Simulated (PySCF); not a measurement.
PySCF 2.14.0, unrestricted HF/def2-svp, df: Fe(Cl)2(NH3)2 ([NH3]->[Fe](<-[NH3])([Cl])[Cl]), charge 0, multiplicity 5, 11 atoms. The geometry is a generated start, not checked to be a minimum at this level.

- task: energy
- method: hf
- basis: def2-svp
- two-electron scheme: density fitting
- mol.max_memory: 16000 MB
- mf.max_cycle: 100
- mf.DIIS: CDIIS (default)
- mf.diis_space: 8 (default)
- basis functions: 125

Machine: one whole node, Arm Neoverse V2, 96 cores on 1 socket, no SMT, 1 L3 cache group.

Each time is the median wall time of two to five repeats, run one at a time on the otherwise empty machine; start-up is included. Processes are pinned to neighbouring cores unless said otherwise. The build: PyPI wheel: OpenMP (GNU), a bundled serial OpenBLAS 0.3.3 under its C layer, NumPy's threaded OpenBLAS held to generic ARMv8 kernels, libcint, Libxc; another build can shift the numbers. Scratch files lie in a memory file system. The time of a restarted run leaves out the earlier run that it starts from.

First run (16 threads, 1 BLAS thread, start = initial guess (default), mf.conv_tol = 1e-09 (default), mf.init_guess = minao (default), mf.level_shift = 0 (default)):

```
    CPU time for cholesky_eri      0.43 sec, wall time      0.18 sec
    CPU time for df vj and vk      1.72 sec, wall time      0.27 sec
init E= -2291.29872344193
    CPU time for initialize scf      1.78 sec, wall time      0.31 sec
    CPU time for df vj and vk      0.43 sec, wall time      0.03 sec
cycle= 1 E= -2279.33417100607  delta_E=   12  |g|=  3.1  |ddm|= 13.5
    CPU time for cycle= 1      0.45 sec, wall time      0.04 sec
    CPU time for df vj and vk      0.44 sec, wall time      0.03 sec
cycle= 2 E= -2246.5123857853  delta_E= 32.8  |g|= 7.64  |ddm|= 16.4
    CPU time for cycle= 2      0.46 sec, wall time      0.04 sec
    CPU time for df vj and vk      0.43 sec, wall time      0.03 sec
cycle= 3 E= -2280.37851780669  delta_E= -33.9  |g|= 4.35  |ddm|= 7.54
    CPU time for cycle= 3      0.45 sec, wall time      0.04 sec
    CPU time for df vj and vk      0.43 sec, wall time      0.03 sec
cycle= 4 E= -2285.10506666862  delta_E= -4.73  |g|= 3.79  |ddm|= 2.42
    CPU time for cycle= 4      0.45 sec, wall time      0.04 sec
    CPU time for df vj and vk      0.43 sec, wall time      0.03 sec
cycle= 5 E= -2285.89412750143  delta_E= -0.789  |g|= 3.65  |ddm|= 0.612
    CPU time for cycle= 5      0.45 sec, wall time      0.04 sec
    CPU time for df vj and vk      0.43 sec, wall time      0.03 sec
...
    CPU time for cycle= 35      0.45 sec, wall time      0.04 sec
    CPU time for df vj and vk      0.43 sec, wall time      0.03 sec
cycle= 36 E= -2293.48199488026  delta_E= -1.97e-08  |g|= 3.33e-05  |ddm|= 0.000376
    CPU time for cycle= 36      0.45 sec, wall time      0.04 sec
    CPU time for df vj and vk      0.43 sec, wall time      0.03 sec
cycle= 37 E= -2293.4819949189  delta_E= -3.86e-08  |g|= 2.29e-05  |ddm|= 0.000934
    CPU time for cycle= 37      0.45 sec, wall time      0.04 sec
    CPU time for df vj and vk      0.42 sec, wall time      0.03 sec
cycle= 38 E= -2293.48199493898  delta_E= -2.01e-08  |g|= 1.31e-05  |ddm|= 0.000864
    CPU time for cycle= 38      0.45 sec, wall time      0.04 sec
    CPU time for df vj and vk      0.43 sec, wall time      0.03 sec
cycle= 39 E= -2293.48199494305  delta_E= -4.07e-09  |g|= 7.78e-06  |ddm|= 0.000402
    CPU time for cycle= 39      0.45 sec, wall time      0.04 sec
    CPU time for df vj and vk      0.42 sec, wall time      0.03 sec
cycle= 40 E= -2293.48199494372  delta_E= -6.72e-10  |g|= 6.13e-06  |ddm|= 0.000115
    CPU time for cycle= 40      0.45 sec, wall time      0.04 sec
    CPU time for df vj and vk      0.43 sec, wall time      0.03 sec
    CPU time for scf_cycle     20.24 sec, wall time      1.93 sec
    CPU time for SCF     20.24 sec, wall time      1.93 sec
converged SCF energy = -2293.4819949438  <S^2> = 6.0092877  2S+1 = 5.0037137
SCF converged: True
wall of the SCF part: 1.939 s
```

Second run:

```
    CPU time for cholesky_eri      0.44 sec, wall time      0.18 sec
    CPU time for df vj and vk      0.90 sec, wall time      0.22 sec
init E= -2293.48097362292
    CPU time for initialize scf      0.92 sec, wall time      0.23 sec
    CPU time for df vj and vk      0.43 sec, wall time      0.03 sec
cycle= 1 E= -2293.48196577777  delta_E= -0.000992  |g|= 0.00438  |ddm|= 0.0313
    CPU time for cycle= 1      0.45 sec, wall time      0.04 sec
    CPU time for df vj and vk      0.43 sec, wall time      0.03 sec
cycle= 2 E= -2293.48198362908  delta_E= -1.79e-05  |g|= 0.00163  |ddm|= 0.00764
    CPU time for cycle= 2      0.45 sec, wall time      0.04 sec
    CPU time for df vj and vk      0.43 sec, wall time      0.03 sec
cycle= 3 E= -2293.4819865658  delta_E= -2.94e-06  |g|= 0.000804  |ddm|= 0.00298
    CPU time for cycle= 3      0.46 sec, wall time      0.04 sec
    CPU time for df vj and vk      0.43 sec, wall time      0.03 sec
cycle= 4 E= -2293.48198759469  delta_E= -1.03e-06  |g|= 0.000444  |ddm|= 0.00185
    CPU time for cycle= 4      0.45 sec, wall time      0.04 sec
    CPU time for df vj and vk      0.43 sec, wall time      0.03 sec
cycle= 5 E= -2293.48198804772  delta_E= -4.53e-07  |g|= 0.000404  |ddm|= 0.00078
    CPU time for cycle= 5      0.45 sec, wall time      0.04 sec
    CPU time for df vj and vk      0.43 sec, wall time      0.03 sec
...
    CPU time for cycle= 12      0.45 sec, wall time      0.04 sec
    CPU time for df vj and vk      0.43 sec, wall time      0.03 sec
cycle= 13 E= -2293.48199489001  delta_E= -1.42e-08  |g|= 3.54e-05  |ddm|= 0.000239
    CPU time for cycle= 13      0.45 sec, wall time      0.04 sec
    CPU time for df vj and vk      0.43 sec, wall time      0.03 sec
cycle= 14 E= -2293.48199492084  delta_E= -3.08e-08  |g|= 2.54e-05  |ddm|= 0.000651
    CPU time for cycle= 14      0.45 sec, wall time      0.04 sec
    CPU time for df vj and vk      0.43 sec, wall time      0.03 sec
cycle= 15 E= -2293.48199494067  delta_E= -1.98e-08  |g|= 1.45e-05  |ddm|= 0.000715
    CPU time for cycle= 15      0.45 sec, wall time      0.04 sec
    CPU time for df vj and vk      0.43 sec, wall time      0.03 sec
cycle= 16 E= -2293.48199494533  delta_E= -4.66e-09  |g|= 7.06e-06  |ddm|= 0.000391
    CPU time for cycle= 16      0.45 sec, wall time      0.04 sec
    CPU time for df vj and vk      0.43 sec, wall time      0.03 sec
cycle= 17 E= -2293.48199494598  delta_E= -6.45e-10  |g|= 2.99e-06  |ddm|= 0.000163
    CPU time for cycle= 17      0.45 sec, wall time      0.04 sec
    CPU time for df vj and vk      0.43 sec, wall time      0.03 sec
    CPU time for scf_cycle      9.05 sec, wall time      0.94 sec
    CPU time for SCF      9.05 sec, wall time      0.95 sec
converged SCF energy = -2293.48199494597  <S^2> = 6.0092877  2S+1 = 5.0037137
SCF converged: True
wall of the SCF part: 0.952 s
```

### Question
Which of these changes turns the first timing block into the second?
A. start = chkfile of a nearby geometry
B. mf.conv_tol = 1e-11 Hartree
C. mf.level_shift = 0.5 Hartree
D. mf.init_guess = 1e

### Answer
A, start = chkfile of a nearby geometry. The largest move is in J and K builds (net of one-off fitting integrals): 1.3 s to 0.58 s. The count of Fock builds goes from 42 to 19. The other changes gave 2.6 s (mf.conv_tol = 1e-11 Hartree), 2.8 s (mf.init_guess = 1e), 2.5 s (mf.level_shift = 0.5 Hartree), against 1.3 s here and 2.3 s at first.
